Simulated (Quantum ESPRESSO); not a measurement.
A working Quantum ESPRESSO input for CdAsPt₅ (P4/mmm, 7 atoms in the cell) (DFT, PBEsol, plane waves, GBRV 1.5 ultrasoft (PBESOL) pseudopotentials):

```fortran
&CONTROL
   calculation = 'scf',
   outdir = './tmp',
   pseudo_dir = './',
   tprnfor = .true.,
   tstress = .true.,
/
&SYSTEM
   ibrav = 0,
   celldm(1) = 7.53792854,
   nat = 7,
   ntyp = 3,
   ecutwfc = 40,
   ecutrho = 320,
   occupations = 'smearing',
   smearing = 'fd',
   degauss = 0.0073499,
/
&ELECTRONS
   conv_thr = 1.0e-11,
/
ATOMIC_SPECIES
Cd   112.4140  cd_pbesol_v1.uspp.F.UPF
As    74.9216  as_pbesol_v1.uspp.F.UPF
Pt   195.0840  pt_pbesol_v1.4.uspp.F.UPF
CELL_PARAMETERS {alat}
   1.00000000     0.00000000     0.00000000
   0.00000000     1.00000000     0.00000000
   0.00000000     0.00000000     1.81288074
ATOMIC_POSITIONS {bohr}
Cd    3.76896427    3.76896427    0.00000000
As    0.00000000    0.00000000    6.83268275
Pt    0.00000000    3.76896427    3.91772364
Pt    0.00000000    3.76896427    9.74764186
Pt    3.76896427    0.00000000    3.91772364
Pt    3.76896427    0.00000000    9.74764186
Pt    0.00000000    0.00000000    0.00000000
K_POINTS {automatic}
5 5 3  0 0 0
```

The run converged in 14 iterations: free energy E − TS -16426.8006 eV; Fermi level (on the code's own zero) 17.83 eV; pressure -4.74 GPa; largest force (vector length) 0.058 eV/Å. Each of these slips is then made, one at a time:

(1)
```diff
-/
-&ELECTRONS
-   conv_thr = 1.0e-11,
```

(2)
```diff
-   ntyp = 3,
+   ntyp = 4,
```

Task: Predict the outcome of each change.

Result: 
(1) A required namelist left out. The program stopped before any SCF iteration.
```
Error in routine  read_namelists (1):
bad line in namelist &electrons: "5 5 3  0 0 0" (error could be in the previous line)
```

(2) A species count that does not match the list of species. The program stopped before any SCF iteration.
```
Error in routine  card_atomic_species (5010):
cannot read atomic specie from: CELL_PARAMETERS {alat}
```

The starting cell comes from a database of computed structures (which also holds hypothetical and non-ambient phases and stackings), without a prior relaxation at this level. Spin polarisation is off; with an odd number of electrons in the cell that forces a metal, and a magnetic state may lie lower. In the base run, with a pressure of about -5 GPa the cell is away from its equilibrium volume at this level.

Left out of this page: 4 runs of the series outside the window shown, repeating another row's setting, or not comparable.
